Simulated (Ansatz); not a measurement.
**A computed series for RhSi: response to strain**

Consider RhSi (space group Pnma, No. 62; a = 5.5372 Å, b = 3.0610 Å, c = 6.3690 Å; a cell from a computed database, its experimental status unchecked). Axes: x, y, z lie along a, b, c of the conventional cell.

Strains are applied to the cell and any free atomic positions relax.

Calculations: Kohn–Sham DFT with the PBEsol functional, run in Ansatz (a quantum-chemistry and plane-wave program) with PAW and 420 eV plane waves, spin-orbit coupling left out.

Candidates:
(a) isotropic strain −4.14 %
(b) tensor shear ε_yz = +0.71 %
(c) strain tensor (xx, yy, zz, yz, xz, xy) = (+1.12, −1.08, −2.56, +2.30, +0.51, −0.31) %

Notes on the quantities. energy relative to the base: free energy F.

Question: Order them by energy relative to the base, highest first.

Answer: (a) isotropic strain −4.14 % (+170 meV/atom), (c) strain tensor (xx, yy, zz, yz, xz, xy) = (+1.12, −1.08, −2.56, +2.30, +0.51, −0.31) % (+25 meV/atom), (b) tensor shear ε_yz = +0.71 % (+1.0 meV/atom)

Stability against distortions was not tested. All final runs are without spin polarisation.
